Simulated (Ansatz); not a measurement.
The starting structures come from a database of crystals and need not be the phases stable at ambient conditions.

Evanescent states of MgZnO₂ (P3m1, not sure to be the ambient phase, 4 atoms a cell, 12.3 Å³ an atom, -5 GPa at this level) along the normal of (110)

Method: PBEsol (plane waves, PAW; Ansatz, an electronic-structure program).

The gap is the functional's own. No spin-orbit coupling. Mid-gap values are interpolated on the energy grid.

Energies count from the valence-band top; κ is the least over a 6×6 mesh across the current.

| E (eV) | κ (1/Å) | where |
|---|---|---|
| 0.04 | 0.057 | Γ |
| 0.14 | 0.094 | Γ |
| 0.23 | 0.116 | Γ |
| 0.32 | 0.132 | Γ |
| 0.41 | 0.143 | Γ |
| 0.49 | 0.151 | Γ |
| 0.58 | 0.157 | Γ |
| 0.68 | 0.160 | Γ |
| 0.77 | 0.162 | Γ |
| 0.85 | 0.161 | Γ |
| 0.94 | 0.158 | Γ |
| 1.03 | 0.153 | Γ |
| 1.12 | 0.147 | Γ |
| 1.22 | 0.137 | Γ |
| 1.30 | 0.125 | Γ |
| 1.40 | 0.108 | Γ |
| 1.49 | 0.086 | Γ |
| 1.57 | 0.050 | Γ |

Q: How thick must the barrier be to attenuate the transmission by 10^8 when the electrodes' Fermi level lies at 1.30 eV, and what attenuation does that film give at 1.03 eV?

A: d = 8 ln 10 / (2 × 0.125) = 73.7 Å. At 1.03 eV it gives 8 × 0.153/0.125 = 9.8 decades.
